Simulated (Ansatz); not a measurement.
Ni on the 1x1 (100) surface of monoclinic HfO2 (cut with top plane 2 O), one in a 1x1 cell, energies for each (27.9 Å²). Energies are against an atom of fcc Ni, ferromagnetic, without zero-point or thermal terms; each row is named by its start. No converged result for: 3 more starts.

Host crystal: monoclinic HfO2, with a band gap (PBE, scalar-relativistic without spin-orbit coupling).

These are PBE (plane waves to 420 eV, PAW; Ansatz, an electronic-structure program) values and carry that method's errors.

Set-up: 25 atoms, 9.3 Å thick at the start under the adsorbate (thin: gaps and levels are the slab's own); mesh 4x4x1; 0.01 eV smearing; dipole correction on; 12 atoms held, the rest relaxed; each run with such symmetry as its start has; spin-polarised, no spin-orbit, no U, no dispersion correction.

A negative adsorption energy means that the adsorbate is more stable on the surface than in its reference. Starts that drift may end in the same place. Heights count from the host atoms within 0.3 Å of the top one.

| starting site | E_ads (eV) | height (Å) | nearest host atom (Å) | bonded to | change of the vacuum step (eV) | lateral drift (Å) | moment (μB) |
|---|---|---|---|---|---|---|---|
| hollow O-O-O over O at depth 6.8 Å | 2.64 | 0.88 | O 1.79 | 2 Hf + O | -1.11 | 1.1 | 0.0 |
| bridge O-O (span 5.2 Å) | 2.64 | 0.88 | O 1.79 | 2 Hf + O | -1.12 | 0.8 | 0.0 |
| bridge O-O (span 5.3 Å) | 2.64 | 0.89 | O 1.79 | 2 Hf + O | -1.12 | 1.3 | 0.0 |
